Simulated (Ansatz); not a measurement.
A self-consistent single point of HfGa3 (I4mm, 4 atoms in the cell) with Ansatz (a program for electronic structure).

Method of the run: LDA (PW92), default PAW files made with PBE (plane waves; Ansatz).

```yaml
crystal:
  lattice:
    - [-1.92277, 1.92277, 4.48780]
    - [1.92277, -1.92277, 4.48780]
    - [1.92277, 1.92277, -4.48780]
  atoms:
    - { symbol: Hf, position: [0.00557, 0.00557, 0.00000] }
    - { symbol: Ga, position: [0.50000, 0.50000, 0.00000] }
    - { symbol: Ga, position: [0.75000, 0.25000, 0.50000] }
    - { symbol: Ga, position: [0.25000, 0.75000, 0.50000] }
```

Reference input (self-consistent single point, DFT, LDA (PW92), plane waves, default PAW files made with PBE): basis.ecutwfc = 420 eV; kpoints.mp_grid.grid = 10 10 10; hamiltonian.xc = lda; hamiltonian.pseudopotentials = {kind: paw} (the program's default PAW files); scf.occupations.method = gaussian; scf.occupations.width = 0.1 eV. This run's input differs from it in these lines:

Ansatz 0.2 input:
```diff
@@ -13,3 +13,3 @@
 kpoints:
-  mp_grid: { grid: [10, 10, 10] }
+  mp_grid: { grid: [16, 16, 16] }
 hamiltonian:
@@ -18,3 +18,3 @@
 scf:
-  occupations: { method: gaussian, width: 0.1 }
+  occupations: { method: fermi_dirac, width: 0.5 }
 output:
```

Log, with long lists cut:

```
SCF iter   1: F=—  HF=-26600.127547 eV  |F-HF|=—  |Δ(HF+E_count)|=         —  Δρ=6.32e-3  dr2=1.85e-2  ethr=1.77e-3  ⟨swp⟩=5.7  Hψ=52067  notcnv=0
all-band conjugate gradients solve this SCF's bands
preconditioner: auto → Kerker (q_TF=auto, 2.719 Å⁻¹)
SCF iter   2: F=—  HF=-26600.123987 eV  |F-HF|=—  |Δ(HF+E_count)|=   3.56e-3  Δρ=3.23e-3  dr2=5.69e-3  ethr=2.85e-5  ⟨swp⟩=2.2  Hψ=26227  notcnv=0
   [... lines left out ...]
SCF iter   5: F=—  HF=-26600.122600 eV  |F-HF|=—  |Δ(HF+E_count)|=   2.16e-5  Δρ=1.64e-4  dr2=2.11e-5  ethr=1.07e-7  ⟨swp⟩=2.5  Hψ=25792  notcnv=0
SCF iter   6: F=—  HF=-26600.122590 eV  |F-HF|=—  |Δ(HF+E_count)|=   1.03e-5  Δρ=5.29e-5  dr2=1.81e-6  ethr=3.24e-8  ⟨swp⟩=2.0  Hψ=26768  notcnv=0
SCF iter   7: F=—  HF=-26600.122590 eV  |F-HF|=—  |Δ(HF+E_count)|=   2.05e-7  Δρ=1.33e-5  dr2=1.69e-7  ethr=2.79e-9  ⟨swp⟩=2.0  Hψ=26834  notcnv=0
SCF iter   8: F=-26600.122590 eV  HF=-26600.122590 eV  |F-HF|=1.72e-8  |Δ(HF+E_count)|=   4.90e-8  Δρ=4.78e-6  dr2=2.42e-8  ethr=1.54e-10  ⟨swp⟩=4.9  Hψ=55079  notcnv=0
SCF 1 converged in 8 iterations: F = -26600.122590 eV  dr2 = 2.42e-8
Free energy (F): -26600.122590 eV
Internal energy: -26598.853954 eV  (E = F + TS)
E sigma→0 (E₀):  -26599.488272 eV
Entropy (-TS):   -1.268636 eV (-317.159 meV/atom)
Fermi energy:    15.095589 eV
--- Forces (eV/Å), atoms counted from 1 ---
  atom   1  Hf    -0.00000000    -0.00000000    -0.28577038
  atom   2  Ga     0.00000000     0.00000000    -0.07735549
  atom   3  Ga     0.00000000    -0.00000000     0.18156705
  atom   4  Ga    -0.00000000    -0.00000000     0.18156705
--- Stress (GPa, compression-positive) ---
       -1.131766       0.000000      -0.000000
        0.000000      -1.131766       0.000000
       -0.000000      -0.000000      -3.150032
  P = ⅓ Tr σ = -1.8045 GPa (-18.045 kbar)
  The stress holds the Pulay correction. Without it, at fixed plane waves, as pw.x and ABINIT print it: P = -1.8409 GPa
```

The run converged in 8 iterations. Against the reference run the free energy drops by 137 meV/atom, the pressure goes from -3.94 to -1.80 GPa and the largest force goes from 0.317 to 0.286 eV/Å.

The starting cell comes from a database of computed structures (which also holds hypothetical and non-ambient phases and stackings), without a prior relaxation at this level. Its lattice was rescaled by up to half a per cent. One atom was moved a little off its site on purpose. Ansatz's pressure includes its estimate of the finite-basis (Pulay) stress.

Cost on one core of a shared machine: roughly 90 s.
